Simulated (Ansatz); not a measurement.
## ZrSi2 (Cmcm): band-structure transport figures

Data:

```
ZrSi2
1.0
    1.83417    -7.28237     0.00000
    1.83417     7.28237     0.00000
    0.00000     0.00000     3.66307
Zr Si
2 4
Direct
  0.89534   0.10466   0.75000
  0.10466   0.89534   0.25000
  0.44604   0.55396   0.25000
  0.55396   0.44604   0.75000
  0.24996   0.75004   0.75000
  0.75004   0.24996   0.25000
```

Method: PBEsol, rigid bands (plane waves, PAW, scalar-relativistic; Ansatz, a quantum-chemistry and plane-wave program). Cell: cell and atoms relaxed with PBEsol.

* **density of states at the Fermi level**: 1.24 states/(eV·cell), both spins
* **bare Sommerfeld coefficient**: 0.49 mJ/(mol of atoms·K²)
* **Drude plasma energy**: 3.8 (x), 2.6 (y), 4.2 (z) eV
* **root-mean-square Fermi velocity**: 6.2e5 m/s
* **resistivity times τ**: 33 (x), 73 (y), 28 (z) ×10⁻²² Ω·m·s

A metal at this level (no band gap); rigid bands, thermally averaged at 300 K, both spins. Spin-orbit coupling is left out. τ is one relaxation time for all states.

Formula and space group known from diffraction (Crystallography Open Database), not checked to be the room-temperature form: ZrSi2 (Cmcm).
